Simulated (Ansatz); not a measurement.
LiH (model structure, within 0.1 Å of P6₃/mmc, No. 194, 4 atoms in the cell), treated with LDA (Ansatz, a program for electronic structure, plane waves, PAW).

Settings: plane-wave cutoff 520 eV, 12×12×8 k mesh (along the axes of the cell as run), Fermi–Dirac smearing 0.01 eV, scalar-relativistic PAW data made under PBE.

Cell (relaxed with PBEsol):

```cif
data_H2Li2
_chemical_formula_sum 'Li2 H2'
_space_group_name_H-M_alt 'P63/mmc'
_space_group_IT_number 194
_space_group_name_Hall '-P 6c 2c'
_cell_length_a 3.23329
_cell_length_b 3.23329
_cell_length_c 4.04368
_cell_angle_alpha 90.000
_cell_angle_beta 90.000
_cell_angle_gamma 120.000
loop_
_atom_site_label
_atom_site_type_symbol
_atom_site_symmetry_multiplicity
_atom_site_Wyckoff_symbol
_atom_site_fract_x
_atom_site_fract_y
_atom_site_fract_z
_atom_site_occupancy
Li1 Li 2 c 0.33333 0.66667 0.25000 1
H1 H 2 d 0.66667 0.33333 0.25000 1
```

Task: Predict the band gap and smallest direct gap on the k points sampled.

Result: 
- band gap = 1.42 eV (indirect)
- smallest direct gap on the k points sampled = 2.66 eV

Note: cell and atoms aren't relaxed at this level (pressure -1.6 GPa).

The computed numbers hold no vibrational or temperature effects.

A model structure was made by putting elements into a prototype or built by hand; it is no filed structure, need not be a known phase, and can be a saddle point held by its symmetry.
